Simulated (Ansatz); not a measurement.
```
LiCl
1.0
    0.00000     2.53208     2.53208
    2.53208     0.00000     2.53208
    2.53208     2.53208     0.00000
Li Cl
1 1
Direct
  0.00000   0.00000   0.00000
  0.50000   0.50000   0.50000
```

Calculation: PBEsol, rigid bands (plane waves, PAW, scalar-relativistic; Ansatz, a quantum-chemistry and plane-wave program). Cell: cell and atoms relaxed with PBEsol.

Task: What conductivity effective mass do dilute electrons have at 300 K?

Result: 0.48 mₑ.

Task: Predict the hole conductivity mass (n e² τ/σ) at 300 K, by direction if it differs.

Result: 1.67 mₑ.

Task: And the band gap?

Result: 6.35 eV at this level; semilocal functionals usually fall short of the measured gap.

Rigid bands, one relaxation time for all states, no polarons. Spin-orbit coupling is left out; where it splits the top of the valence band it changes the hole mass and lowers the gap by about a third of the splitting.
